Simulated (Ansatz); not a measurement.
Abridged Ansatz (a quantum-chemistry and plane-wave program) output:

```
Relaxation: its limit of steps is 50 (relax.max_steps)
Pseudopotential: Pb, paw, valence charge 14
Crystal: 1 atoms, lattice volume = 30.932 Å³
Basis set: ecut = 420 eV, 601 PW (Γ), exchange–correlation on 48×48×48 points (8 copies of the dense FFT grid, shifted against one another)
Bands: 11, of which v1, the nominal top of the filled ones, is band 7 counted from 1 (6 counted from 0)
Symmetry: 16 space group operations
k-points: 936 of 12167
Functional: x = pbesol(κ = 0.804, μ = 0.12345679012345678), c = pbesol(β = 0.046)
SCF iter   1: F=—  HF=-11754.949397 eV  |F-HF|=—  |Δ(HF+E_count)|=         —  Δρ=1.89e-3  dr2=8.23e-4  ethr=1.77e-3  ⟨swp⟩=5.6  Hψ=67971  notcnv=0
SCF iter   2: F=—  HF=-11754.948739 eV  |F-HF|=—  |Δ(HF+E_count)|=   6.57e-4  Δρ=1.15e-3  dr2=3.34e-4  ethr=5.88e-6  ⟨swp⟩=2.5  Hψ=23416  notcnv=0
SCF 1 converged in 6 iterations: F = -11754.948607 eV  dr2 = 7.25e-10
relax step   1: F+E_penalty+E_count = -11754.94860700 eV  Δ(F+E_penalty+E_count) = +0.000e0 eV  max|allowed force component| = 0.000e0 eV/Å  Δτ_max = 0.0000 Å  P = -1.296 GPa  Ω = 30.932 Å³  fix = [a, b, gamma]  reactions: a -1.416, b -1.416 GPa  (6 SCF iters, dr2 threshold 1.00e-7 eV, accepted)
[... steps on the carried basis left out ...]
relax step   4: F+E_penalty+E_count = -11754.95079691 eV  Δ(F+E_penalty+E_count) = +7.459e-7 eV  max|allowed force component| = 0.000e0 eV/Å  Δτ_max = 0.0000 Å  P = -0.392 GPa  Ω = 30.299 Å³  energy of the carried Pulay correction = +7.709e-5 eV  fix = [a, b, gamma]  reactions: a -0.587, b -0.587 GPa  (3 SCF iters, dr2 threshold 8.11e-10 eV, accepted)
Crystal: 1 atoms, lattice volume = 30.299 Å³
SCF iter   1: F=—  HF=-11754.950722 eV  |F-HF|=—  |Δ(HF+E_count)|=         —  Δρ=3.28e-5  dr2=6.30e-8  ethr=1.23e-7  ⟨swp⟩=3.5  Hψ=98745  notcnv=0
SCF iter   2: F=—  HF=-11754.950723 eV  |F-HF|=—  |Δ(HF+E_count)|=   8.40e-7  Δρ=1.50e-5  dr2=1.06e-8  ethr=4.50e-10  ⟨swp⟩=2.2  Hψ=16524  notcnv=0
SCF 5 converged in 5 iterations: F = -11754.950723 eV  dr2 = 1.26e-14
SCF converged after 5 iterations
Free energy (F): -11754.950723 eV
Internal energy: -11754.933642 eV  (E = F + TS)
E sigma→0 (E₀):  -11754.942182 eV
Entropy (-TS):   -0.017081 eV (-17.081 meV/atom)
Fermi energy:    10.823434 eV
--- Forces (eV/Å), atoms counted from 1 ---
  atom   1  Pb    -0.00000000     0.00000000     0.00000000
--- Stress (GPa, compression-positive) ---
       -0.587918       0.000000      -0.000000
        0.000000      -0.587918       0.000000
       -0.000000       0.000000      -0.002869
  P = ⅓ Tr σ = -0.3929 GPa (-3.929 kbar)
--- Relaxed structure (4 steps of the walk, 4 accepted, 1 SCFs on fresh bases) ---
  cell:  # Å, volume = 30.2990 Å³
    - [3.5587466559, 1.8644211608990537e-22, 3.6426770382745504e-11]
    - [1.8644220716106362e-22, 3.5587466559, -3.642677928002308e-11]
    - [1.7793733279255117, -1.7793733279255117, 2.3924000520298576]
  atoms:
    - { symbol: Pb, position: [0.0, 0.0, 0.0] }
```

Task: What was computed, and what are the main results?

Result: Pb, 1 atom in the cell, with PBEsol (Ansatz), no SOC. The last SCF converged to F = -11754.950723 eV, or -11754.9507 eV per atom, at a pressure of -0.39 GPa. The total energy compares only with runs of the same code, potentials and settings.

The cells carry an imposed strain or load. Whether these cells are dynamically stable was not tested. The cell was made from Pb in the fcc (Cu type) structure (space group Fm-3m, No. 225) by this change: biaxial strain +2.00 %, plane normal [001], relaxed out of plane.

Keys are those of Ansatz 0.2.
